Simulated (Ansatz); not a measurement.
Consider InP in the zinc blende structure (space group F-43m, No. 216).

```yaml
crystal:
  lattice:
    - [0.00000, 2.97968, 2.97968]
    - [2.97968, 0.00000, 2.97968]
    - [2.97968, 2.97968, 0.00000]
  atoms:
    - { symbol: P, position: [0.25000, 0.25000, 0.25000] }
    - { symbol: In, position: [0.00000, 0.00000, 0.00000] }
```

Calculations: PBE (Ansatz, a first-principles code; PAW; 420 eV plane waves; spin-orbit coupling left out).

One change was made to it. Results:

| quantity | base | after |
|---|---|---|
| mean gap deformation potential ΔEg/Δln V | – | -5.5 eV |
| valley order (the lowest conduction-band minima on the path, energy above the VBM, named in the base's zone) | Γ 0.44 eV; L along ⟨111⟩ 1.38 eV; X along ⟨100⟩ 1.85 eV | Γ 0.69 eV; L along ⟨111⟩ 1.49 eV; X along ⟨100⟩ 1.77 eV |
| volume per atom | 26.46 Å³ | 25.29 Å³ |

Name the change that was made.
A) pressure 1.5 GPa
B) pressure −2 GPa
C) pressure 3 GPa

C, pressure 3 GPa. For comparison, the valley order in the other runs: pressure −2 GPa gives Γ 0.24 eV; L along ⟨111⟩ 1.29 eV; X along ⟨100⟩ 1.90 eV; pressure 1.5 GPa gives Γ 0.57 eV; L along ⟨111⟩ 1.44 eV; X along ⟨100⟩ 1.81 eV.

Load acts through the strain it causes; cell and atoms are relaxed under it. Stability against distortions was not tested. Tetrahedral semiconductors of this kind turn to denser phases somewhere between about 1 and 50 GPa; those were not computed, so compressed cells here can lie past the real transition. The zero or small gap of InP under pressure −2 GPa can change with the level of theory.
